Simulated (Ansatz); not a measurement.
The starting structures come from a database of crystals and need not be the phases stable at ambient conditions.

## Evanescent states of Ba₂PCl (R-3m, 4 atoms a cell, 35.9 Å³ an atom) along the normal of (110)

The numbers are results of r2SCAN (plane waves, PAW; Ansatz, a first-principles code), not measurements.

No gap correction and no spin-orbit coupling; mid-gap is the computed energy nearest the middle.

Energies count from the valence-band top; κ is the least over a 4×4 mesh across the current.

| E (eV) | κ (1/Å) | where |
|---|---|---|
| 0.04 | 0.089 | Γ |
| 0.14 | 0.144 | Γ |
| 0.23 | 0.167 | Γ |
| 0.32 | 0.183 | Γ |
| 0.41 | 0.195 | Γ |
| 0.49 | 0.204 | Γ |
| 0.58 | 0.210 | Γ |
| 0.68 | 0.216 | Γ |
| 0.77 | 0.214 | Γ |
| 0.85 | 0.207 | Γ |
| 0.94 | 0.197 | Γ |
| 1.03 | 0.184 | Γ |
| 1.12 | 0.166 | Γ |
| 1.22 | 0.144 | Γ |
| 1.30 | 0.115 | Γ |
| 1.40 | 0.071 | Γ |

Problem. How thick must the barrier be to attenuate the transmission by 10^4 when the electrodes' Fermi level lies at 0.04 eV, and what attenuation does that film give at 1.12 eV?

Solution. d = 4 ln 10 / (2 × 0.089) = 51.7 Å. At 1.12 eV it gives 4 × 0.166/0.089 = 7.5 decades.
